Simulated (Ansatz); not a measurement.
**Short convergence ladders for Hf (Fm-3m, 1 atom in the cell)**

```xyz
1
Lattice="0.0000 2.2464 2.2464 2.2464 0.0000 2.2464 2.2464 2.2464 0.0000" Properties=species:S:1:pos:R:3 pbc="T T T"
Hf     0.0000     0.0000     0.0000
```

Base method: LDA (PW92), default PAW files made with PBE (plane waves; Ansatz, a first-principles code).

Base settings: basis.ecutwfc = 420 eV; kpoints.mp_grid.grid = 13 13 13; hamiltonian.xc = lda; hamiltonian.pseudopotentials = {kind: paw} (the program's default PAW files); scf.occupations.method = fermi_dirac; scf.occupations.width = 0.1 eV.

The count of work is k-points × plane waves × bands × iterations; it is no time. 

**The cutoff for other potential files**

Level: DFT, LDA (PW92), plane waves, harder PAW files (source: ansatz) made with PBE.

In this ladder: hamiltonian.pseudopotentials = {kind: paw, source: ansatz}.

The second cell is the first with its lattice scaled by 0.98.

The mesh stays at the base's, so the ladder's end is converged at best in this setting alone.

The first pressure column holds Ansatz's estimate of the finite-basis (Pulay) stress, which hides part of the cutoff error; the other is without it.

Only quantities that move along the ladder and can be compared are tabulated.

| basis.ecutwfc | free energy less the last step's (meV/atom) | energy of the compressed cell less the first (meV/atom) | pressure (GPa) | pressure without the Pulay estimate (GPa) | count of work / last |
|---|---|---|---|---|---|
| 235 eV | 11216.84 | -85.93 | -3.77 | -451.25 | 0.096 |
| 285 eV | 1941.60 | -44.32 | -7.78 | -97.55 | 0.13 |
| 365 eV | 118.08 | -46.36 | -8.43 | -15.74 | 0.17 |
| 440 eV | 7.67 | -48.56 | -8.59 | -9.15 | 0.30 |
| 520 eV | 1.05 | -48.63 | -8.60 | -8.62 | 0.35 |
| 625 eV | 0.81 | -48.63 | -8.60 | -8.60 | 0.53 |
| 780 eV | 0.47 | -48.65 | -8.60 | -8.60 | 0.74 |
| 1040 eV | 0.00 | -48.65 | -8.60 | -8.60 | 1.0 |

Coarsest basis.ecutwfc that holds the pressure within 0.2 GPa of the last step, with all finer ones: 365 eV, at 0.17 of the last step's count of work; the step before is off by 0.82 GPa.

Coarsest basis.ecutwfc that holds the pressure without the Pulay estimate within 0.1 GPa of the last step, with all finer ones: 520 eV, at 0.35 of the last step's count of work; the step before is off by 0.55 GPa.

Coarsest basis.ecutwfc that holds the energy of the compressed cell less the first within 0.5 meV/atom of the last step, with all finer ones: 440 eV, at 0.30 of the last step's count of work; the step before is off by 2.3 meV/atom.

The energy difference between the two cells stays within 1 meV/atom of the last step's from 440 eV on, the total only from 625 eV on: much of the error is common to both cells and cancels.

At the lowest cutoff the pressure without the Pulay estimate lies 443 GPa under the last step's, the usual sign of Pulay stress in an incomplete plane-wave basis.

**The relaxed cell against the cutoff**

In this ladder: relax = cell and atoms.

The mesh stays at the base's, so the ladder's end is converged at best in this setting alone.

Only quantities that move along the ladder and can be compared are tabulated.

```csv
basis.ecutwfc,relaxed volume (Å³/atom),relaxation steps
210 eV,20.940,17
250 eV,20.691,29
295 eV,20.780,14
355 eV,20.797,7
420 eV,20.795,5
505 eV,20.795,5
630 eV,20.794,5
840 eV,20.793,5
```

Coarsest basis.ecutwfc that holds the relaxed volume within 0.021 Å³/atom of the last step, with all finer ones: 295 eV; the step before is off by 0.10 Å³/atom.

At the lowest cutoff the cell relaxes to a volume 0.7 % larger than at the highest. Ansatz relaxes on a stress corrected for the finite basis.

On the base run: the starting cell comes from a database of computed structures (which also holds hypothetical and non-ambient phases and stackings), without a prior relaxation at this level. Its lattice was rescaled by up to half a per cent.

Keys are those of Ansatz 0.2.
